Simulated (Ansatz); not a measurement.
Start from GaN in the wurtzite structure (space group P6_3mc, No. 186; a = 3.183 Å, c = 5.184 Å). Axes: x lies along a and z along c of the hexagonal cell.

Calculations: Ansatz (a program for electronic structure), r2SCAN, PAW, cutoff 500 eV, no spin-orbit coupling.

Base values:

```
Item                                  Value
---------------------  --------------------
Valence-band top at Γ  0.00, 0.00, -0.04 eV
Band gap                            2.35 eV
Pressure                           0.0 kbar
```

Modification: the cell is compressed by 5.74 % along x with no lateral relaxation, atoms relaxed at fixed cell.

Question: What does the calculation give for the valence-band top at Γ after the change?

Answer: The valence-band top at Γ (three highest levels, from the VBM) goes from 0.00, 0.00, -0.04 eV to 0.00, -0.41, -0.46 eV.

Question: Predict the new band gap.

Answer: The band gap increases by 0.02 eV (2.35 eV → 2.37 eV).

Question: Predict the new pressure.

Answer: The pressure (mean of the normal stresses, compression positive) goes from zero to 129.2 kbar.

The cells carry an imposed strain or load. Stability against distortions was not tested.
